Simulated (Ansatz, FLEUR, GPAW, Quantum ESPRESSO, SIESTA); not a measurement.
## Code comparison for YFe2 (Fd-3m, 6 atoms in the cell)

Self-consistent single point, at a second geometry (lattice scaled by 0.98). First geometry:

```
CELL_PARAMETERS angstrom
      0.00000     3.67459     3.67459
      3.67459     0.00000     3.67459
      3.67459     3.67459     0.00000
ATOMIC_POSITIONS crystal
  Y  0.25000 0.25000 0.25000
  Y  0.00000 0.00000 0.00000
  Fe 0.62500 0.62500 0.62500
  Fe 0.12500 0.62500 0.62500
  Fe 0.62500 0.62500 0.12500
  Fe 0.62500 0.12500 0.62500
```
Moments meant for the start (each program seeds them in its own way; μB, in the order of the atoms Y Y Fe Fe Fe Fe): 1.0 1.0 4.0 4.0 4.0 4.0.

Shared settings, as Ansatz (a first-principles code) writes them: kpoints.mp_grid.grid = 5 5 5; scf.occupations.method = gaussian; scf.occupations.width = 0.02 Ry. Potentials and cutoffs stand in the table.

```json
[
 {"code": "FLEUR", "model": "LDA (Vosko-Wilk-Nusair), all-electron FLAPW (FLEUR), scalar-relativistic valence", "ΔF from the first geometry (meV/atom)": "–", "pressure (GPa)": "–", "size of the net moment (μB/atom)": "1.00", "cutoff": "Kmax 3.8 1/bohr"},
 {"code": "SIESTA", "model": "LDA PW92, numerical atomic orbitals DZP, PseudoDojo LDA standard norm-conserving potentials (rewritten from UPF to PSML)", "ΔF from the first geometry (meV/atom)": "-75.6", "pressure (GPa)": "-10.04", "size of the net moment (μB/atom)": "1.05", "cutoff": "grid 300 Ry"},
 {"code": "Ansatz", "model": "LDA (PW92), PAW files made with PBE", "ΔF from the first geometry (meV/atom)": "-70.9", "pressure (GPa)": "-9.14", "size of the net moment (μB/atom)": "0.99", "cutoff": "default"},
 {"code": "GPAW", "model": "LDA (Perdew-Wang 92), GPAW PAW datasets LDA (gpaw-data 1.0.1)", "ΔF from the first geometry (meV/atom)": "-70.3", "pressure (GPa)": "-9.20", "size of the net moment (μB/atom)": "0.99", "cutoff": "850 eV"},
 {"code": "Quantum ESPRESSO", "model": "LDA (PZ), PSlibrary PAW (LDA) pseudopotentials", "ΔF from the first geometry (meV/atom)": "-74.0", "pressure (GPa)": "-9.75", "size of the net moment (μB/atom)": "0.95", "cutoff": "55 Ry"}
]
```

A dash marks a value that a program does not give, or that is left out as unsure.

On Ansatz's run: the magnetic order is the one reached from the typed start; others were not searched systematically. The program warned that a starting moment was not kept.

The spread over the programs that give each value: ΔF from the first geometry within 5.3 meV/atom; pressure within 0.90 GPa; size of the net moment within 0.10 μB/atom.

SIESTA uses small atom-centred bases, whose incompleteness enters pressures, forces and empty levels differently from a plane-wave cutoff. FLEUR treats all electrons, but the usual bases taken here (sphere radii, linearisation, local orbitals, empty states) were not tested for convergence, so the values are no reference for the others. Ansatz's pressure is given at a fixed set of plane waves, as the other plane-wave codes print theirs; with its correction for the finite basis it is -9.09 GPa. The same LDA comes in different parametrisations, which differ slightly.

The starting cell comes from a database of computed structures (which also holds hypothetical and non-ambient phases and stackings), without a prior relaxation at this level. For this run, on top of that: lattice scaled by 0.98.

Keys are those of Ansatz 0.2.
